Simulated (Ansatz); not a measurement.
Ansatz (an electronic-structure program) run on B5Ir3W2 (Imm2, 10 atoms in the cell): self-consistent single point.

Level of theory: r2SCAN, default PAW files made with PBE (plane waves; Ansatz).

```yaml
crystal:
  lattice:
    - [-1.44224, 7.86460, 2.35460]
    - [1.44224, -7.86460, 2.35460]
    - [1.44224, 7.86460, -2.35460]
  atoms:
    - { symbol: B, position: [0.47929, 0.70015, 0.77914] }
    - { symbol: B, position: [0.92101, 0.70015, 0.22086] }
    - { symbol: B, position: [0.07814, 0.29968, 0.77846] }
    - { symbol: B, position: [0.52122, 0.29968, 0.22154] }
    - { symbol: B, position: [0.34496, 0.84496, 0.50000] }
    - { symbol: Ir, position: [0.00193, 0.00193, 0.00000] }
    - { symbol: Ir, position: [0.59475, 0.49998, 0.09477] }
    - { symbol: Ir, position: [0.40521, 0.49998, 0.90523] }
    - { symbol: W, position: [0.84836, 0.49998, 0.34838] }
    - { symbol: W, position: [0.15160, 0.49998, 0.65162] }
```

Reference input (self-consistent single point, DFT, r2SCAN, plane waves, default PAW files made with PBE): basis.ecutwfc = 500 eV; kpoints.mp_grid.grid = 9 9 9; hamiltonian.xc = r2scan; hamiltonian.pseudopotentials = {kind: paw} (the program's default PAW files); scf.occupations.method = fermi_dirac; scf.occupations.width = 0.1 eV. This run's input differs from it in these lines:

Ansatz 0.2 input:
```diff
@@ -19,3 +19,3 @@
 kpoints:
-  mp_grid: { grid: [9, 9, 9] }
+  mp_grid: { grid: [7, 7, 7] }
 hamiltonian:
@@ -24,3 +24,3 @@
 scf:
-  occupations: { method: fermi_dirac, width: 0.1 }
+  occupations: { method: fermi_dirac, width: 0.03 }
 output:
```

Output (repeated stretches shortened):

```
SCF iter   1: F=—  HF=-57427.074105 eV  |F-HF|=—  |Δ(HF+E_count)|=         —  Δρ=1.29e-2  dr2=1.44e-1  dr2_τ=8.35e-1  ethr=1.77e-3  ⟨swp⟩=6.5  Hψ=13224  notcnv=0  defer=19
all-band conjugate gradients solve this SCF's bands
preconditioner: auto → Kerker (q_TF=auto, 2.671 Å⁻¹)
SCF iter   2: F=—  HF=-57427.314031 eV  |F-HF|=—  |Δ(HF+E_count)|=   2.40e-1  Δρ=7.66e-3  dr2=4.79e-2  dr2_τ=2.27e-3  ethr=1.54e-4  ⟨swp⟩=2.1  Hψ=6433  notcnv=0  defer=169
   [... lines left out ...]
SCF iter   7: F=—  HF=-57427.319890 eV  |F-HF|=—  |Δ(HF+E_count)|=   9.39e-6  Δρ=4.74e-5  dr2=5.21e-6  dr2_τ=8.25e-7  ethr=1.15e-8  ⟨swp⟩=2.0  Hψ=5065  notcnv=0  defer=169
SCF iter   8: F=—  HF=-57427.319890 eV  |F-HF|=—  |Δ(HF+E_count)|=   2.90e-7  Δρ=1.22e-5  dr2=1.48e-7  dr2_τ=1.72e-8  ethr=5.54e-9  ⟨swp⟩=2.1  Hψ=4326  notcnv=0  defer=169
SCF iter   9: F=-57427.319890 eV  HF=-57427.319890 eV  |F-HF|=9.75e-10  |Δ(HF+E_count)|=   7.59e-8  Δρ=2.15e-6  dr2=7.16e-9  dr2_τ=4.13e-10  ethr=1.06e-10  ⟨swp⟩=11.2  Hψ=13651  notcnv=0
SCF 1 converged in 9 iterations: F = -57427.319890 eV  dr2 = 7.16e-9
Free energy (F): -57427.319890 eV
Internal energy: -57427.309973 eV  (E = F + TS)
E sigma→0 (E₀):  -57427.314931 eV
Entropy (-TS):   -0.009917 eV (-0.992 meV/atom)
Fermi energy:    20.283693 eV
--- Forces (eV/Å), atoms counted from 1 ---
  atom   1  B     -0.00000000     0.04973431    -0.01000628
  atom   2  B      0.00000000    -0.04973431    -0.01000628
  atom   3  B      0.00000000     0.05044258     0.00803443
  atom   4  B      0.00000000    -0.05044258     0.00803443
  atom   5  B     -0.00000000     0.00000000    -0.02264586
  atom   6  Ir     0.00000000    -0.00000000     0.05863666
  atom   7  Ir     0.00000000    -0.04648682    -0.02502256
  atom   8  Ir     0.00000000     0.04648682    -0.02502256
  atom   9  W     -0.00000000     0.01807354     0.00899845
  atom  10  W      0.00000000    -0.01807354     0.00899845
--- Stress (GPa, compression-positive) ---
       -1.265640       0.000000      -0.000000
        0.000000      -1.726640       0.000000
       -0.000000       0.000000      -1.504114
  P = ⅓ Tr σ = -1.4988 GPa (-14.988 kbar)
  The stress holds the Pulay correction. Without it, at fixed plane waves, as pw.x and ABINIT print it: P = -1.5846 GPa
```

The run converged in 9 iterations. Against the reference run the free energy rises by 4.2 meV/atom, the pressure moves little (-1.48 to -1.50 GPa) and the largest force goes from 0.077 to 0.059 eV/Å.

The starting cell comes from a database of computed structures (which also holds hypothetical and non-ambient phases and stackings), without a prior relaxation at this level. Spin polarisation is off. Ansatz's pressure includes its estimate of the finite-basis (Pulay) stress.

Cost on one core of a shared machine: roughly 40 s.
